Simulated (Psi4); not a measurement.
Psi4 1.11, CCSD/cc-pvdz, cc_type conv, scf_type pk, freeze_core True: N[Si]1(N)C=C[SiH2]1, 14 atoms. The geometry is a generated start, not checked to be a minimum at this level.

| Quantity | Value |
|---|---|
| task | energy |
| method | ccsd |
| basis | cc-pvdz |
| cc_type | conv |
| scf_type | pk |
| freeze_core | true |
| guess | auto, which took SAD (default) |
| diis_max_vecs | 10 (default) |
| scf_initial_accelerator | adiis (default) |
| e_convergence | 1e-08 (default) |
| d_convergence | 1e-08 (default) |
| basis functions | 132 |

On 4 threads. Build: conda-forge: OpenMP (LLVM), MKL, Libint2. Each setting ran once; only counts and results are compared.

Values of memory tried: 8 GB, 4 GB, 2 GB, 1 GB, 0.5 GB, 0.3 GB.

**Question.** Which of these memory settings still run, and by which path?

**Answer.** It runs down to 0.3 GB, the lowest tried, with the same result. At 8 GB: SCF: PK in core. From 0.5 GB down: SCF: PK on disk.

```json
[
 {"memory": "8 GB", "path": "SCF: PK in core", "peak memory": "2.1 GiB"},
 {"memory": "4 GB", "path": "SCF: PK in core", "peak memory": "2.1 GiB"},
 {"memory": "2 GB", "path": "SCF: PK in core", "peak memory": "1.9 GiB"},
 {"memory": "1 GB", "path": "SCF: PK in core", "peak memory": "1.1 GiB"},
 {"memory": "0.5 GB", "path": "SCF: PK on disk", "peak memory": "0.95 GiB"},
 {"memory": "0.3 GB", "path": "SCF: PK on disk", "peak memory": "0.76 GiB"}
]
```

Peak memory is the kernel's count for the largest process, libraries included and scratch files not. The peak passes the setting at 2 GB, 1 GB, 0.5 GB, 0.3 GB: it is no hard cap.
